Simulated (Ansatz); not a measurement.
The starting structures come from a database of crystals and need not be the phases stable at ambient conditions.

 Where the default PAW files enter, the runs use the earlier of Ansatz's two default sets.

Data:

```yaml
crystal:
  lattice:
    - [7.54535, 0.00000, 0.00000]
    - [0.00000, 7.54535, 0.00000]
    - [3.77267, -3.77267, 5.33537]
  atoms:
    - { symbol: Mg, position: [0.50000, 0.50000, 0.00000] }
    - { symbol: Mg, position: [0.25000, 0.25000, 0.50000] }
    - { symbol: Sc, position: [0.87500, 0.37500, 0.25000] }
    - { symbol: Sc, position: [0.37500, 0.87500, 0.75000] }
    - { symbol: Sc, position: [0.87500, 0.87500, 0.25000] }
    - { symbol: Sc, position: [0.87500, 0.87500, 0.75000] }
    - { symbol: S, position: [0.64795, 0.11735, 0.23470] }
    - { symbol: S, position: [0.63265, 0.63265, 0.73470] }
    - { symbol: S, position: [0.11735, 0.11735, 0.23470] }
    - { symbol: S, position: [0.63265, 0.10205, 0.73470] }
    - { symbol: S, position: [0.11735, 0.64795, 0.76530] }
    - { symbol: S, position: [0.63265, 0.63265, 0.26530] }
    - { symbol: S, position: [0.11735, 0.11735, 0.76530] }
    - { symbol: S, position: [0.10205, 0.63265, 0.26530] }
```

Space group of this cell: Fd-3m, spinel. The cell is taken as given; by PBEsol its mean pressure is -2.1 GPa.

Transport runs along the normal of the first two printed cell vectors, the (001) plane of the conventional cell.

No gap correction and no spin-orbit coupling; mid-gap values are interpolated between computed energies.

Compute, with Ansatz (a first-principles code) with PBEsol, the band gap and the smallest decay constant κ at mid-gap.

Gap 1.47 eV on a 6×6×6 mesh; κ = 0.206 1/Å, at the zone centre.
